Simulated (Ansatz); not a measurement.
Density of states of BN (F-43m) below the valence band maximum, PBEsol, rigid bands (Ansatz, a quantum-chemistry and plane-wave program); cell volume 11.7 Å³.

(energy from edge (eV), 10⁻³ states/eV/cell): (0.006, 21.6); (0.031, 48.7); (0.056, 64.6); (0.081, 76.9); (0.106, 87.8); (0.131, 97.5); (0.156, 106); (0.181, 115); (0.206, 123); (0.231, 131); (0.256, 138); (0.281, 145); (0.319, 155); (0.344, 161); (0.369, 167); (0.394, 174); (0.419, 179); (0.444, 186); (0.469, 191); (0.494, 198); (0.519, 203); (0.544, 209); (0.569, 215); (0.594, 220)

**Question.** What effective density of states at 300 K does this give (∫ g(E) exp(−E/k_BT) dE, both spins, divided by the cell's size)?

**Answer.** 8.8e19 cm⁻³, a density-of-states mass of 2.3 mₑ, valleys and band degeneracy included.

Spin-orbit coupling is left out. Geometry: cell and atoms relaxed with PBEsol.
